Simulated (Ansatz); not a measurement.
**NaI (Cmmm, No. 65, 4 atoms in the cell; start mp-1246268; a measured phase of this formula has another space group)**

Calculation: r²SCAN (plane waves, PAW; Ansatz, a quantum-chemistry and plane-wave program).

Settings: plane-wave cutoff 560 eV, 8×8×6 k mesh (along the axes of the cell as run), Fermi–Dirac smearing 0.01 eV, scalar-relativistic PAW data made under PBE.

Cell (relaxed with PBE-D3(BJ)):

```
NaI
1.0
    4.77868     0.00000     0.00000
    0.00000     4.09845     0.00000
    0.00000     0.00000     6.76062
Na I
2 2
Direct
  0.25000   0.50000   0.24998
  0.75000   0.50000   0.75002
  0.25000   0.00000   0.74998
  0.75000   0.00000   0.25002
```

For NaI (Cmmm, No. 65, 4 atoms in the cell; start mp-1246268; a measured phase of this formula has another space group), the band gap is 3.20 eV and the smallest direct gap on the k points sampled comes out as 3.49 eV.

Note: cell and atoms aren't relaxed at this level (pressure 1.0 GPa).

Spin–orbit coupling is not included; with these elements it can move the gap by several tenths of an eV or more.

Static lattice: no zero-point or thermal effects.

The result took very roughly 2.3 core-minutes.

A start named mp-… is a Materials Project structure, which need not be a measured phase.
